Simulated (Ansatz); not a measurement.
Data:

```xyz
2
Lattice="0.0243 2.8284 2.8284 2.8284 0.0243 2.8284 2.8527 2.8527 0.0000" Properties=species:S:1:pos:R:3 pbc="T T T"
Be     0.0000     0.0000     0.0054
Te     1.4264     1.4264     1.4089
```

No spin polarisation.

Level of theory: Ansatz (a quantum-chemistry and plane-wave program), r2SCAN, PAW, cutoff 500 eV, spin-orbit coupling left out. Γ-centred 10×10×10 mesh, Fermi–Dirac width 0.05 eV.

Q: Predict the stress (xx, yy, zz, yz, xz, xy; compression positive).

A: (0.03, 0.03, 0.01, 0.00, 0.00, -0.90) GPa.

Q: Predict the valence-band top at Γ (three highest levels, from the VBM).

A: 0.00, -0.07, -0.13 eV.

Q: What gap character does the calculation give?

A: Indirect, Γ → X.

Q: Estimate the smallest direct gap.

A: 3.89 eV.

With Te present, leaving out spin-orbit coupling can change the band edges. The cells carry an imposed strain or load. No phonon test of stability was made. The cell was made from BeTe in the zinc blende structure (space group F-43m, No. 216) by this change: tensor shear ε_xy = +0.86 %.
